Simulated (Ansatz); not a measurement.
What Si → As does to TiSi2

Base system: TiSi₂ (space group Fddd, No. 70; a = 4.7601 Å, b = 8.1802 Å, c = 8.4994 Å).

Modification: As takes the place of Si on all its sites; the structure is relaxed again.

Computed with PBEsol (Ansatz, a program for electronic structure), no spin-orbit coupling, earlier PAW set. Γ-centred 12×12×12 mesh, Fermi–Dirac width 0.05 eV, for the changed cell.

- Volume per atom = 15.91 Å³ (base 13.79 Å³)
- Density = 6.88 g/cm³ (base 4.18 g/cm³)
- Space group = Fddd (No. 70) (base Fddd (No. 70))
- Band gap = zero (base zero)

Cost of the whole job for the changed cell (relaxation, final SCF and bands): around 18 core-minutes (rough).

No phonon test of stability was made. As relaxed here, TiAs2 is a hypothetical phase, not in the database extracts checked. The final runs are not spin-polarised. TiAs2 has a high density of states at the Fermi level and may be magnetic at this level.
